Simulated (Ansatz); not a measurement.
Response to strain in hypothetical zinc blende LaN

The reference is LaN in the zinc blende structure (space group F-43m, No. 216; a = 5.613 Å; a hypothetical phase, not in the database extracts checked). Axes: x, y, z lie along the cube axes.

Strains are applied to the cell and any free atomic positions relax; under biaxial strain the out-of-plane vector relaxes too.

Level of theory: PBE (Ansatz, an electronic-structure program; PAW; 420 eV plane waves; without spin-orbit coupling).

Notes on the quantities. energy relative to the base: free energy F; pressure: mean of the normal stresses, compression positive.

```csv
case,energy relative to the base,band gap,smallest direct gap,pressure
base,0 meV/atom,1.17 eV,2.25 eV,0.01 GPa
"biaxial strain −2.90 %, plane normal [001], relaxed out of plane",?,1.13 eV,2.10 eV,?
"biaxial strain +0.53 %, plane normal [111], relaxed out of plane",+0.5 meV/atom,1.16 eV,?,-0.44 GPa
isotropic strain −4.23 %,+107 meV/atom,?,2.45 eV,14.10 GPa
isotropic strain +4.73 %,+106 meV/atom,1.05 eV,2.04 eV,-9.23 GPa
tensor shear ε_xy = +3.09 %,+8.3 meV/atom,1.13 eV,2.19 eV,0.00 GPa
tensor shear ε_yz = −1.06 %,+1.0 meV/atom,1.15 eV,2.23 eV,0.01 GPa
```

### Question
Some entries are withheld; estimate them.

### Answer

- biaxial strain −2.90 %, plane normal [001], relaxed out of plane, energy relative to the base: +7.3 meV/atom
- biaxial strain −2.90 %, plane normal [001], relaxed out of plane, pressure: 1.30 GPa
- biaxial strain +0.53 %, plane normal [111], relaxed out of plane, smallest direct gap: 2.24 eV
- isotropic strain −4.23 %, band gap: 1.21 eV

Stability against distortions was not tested.
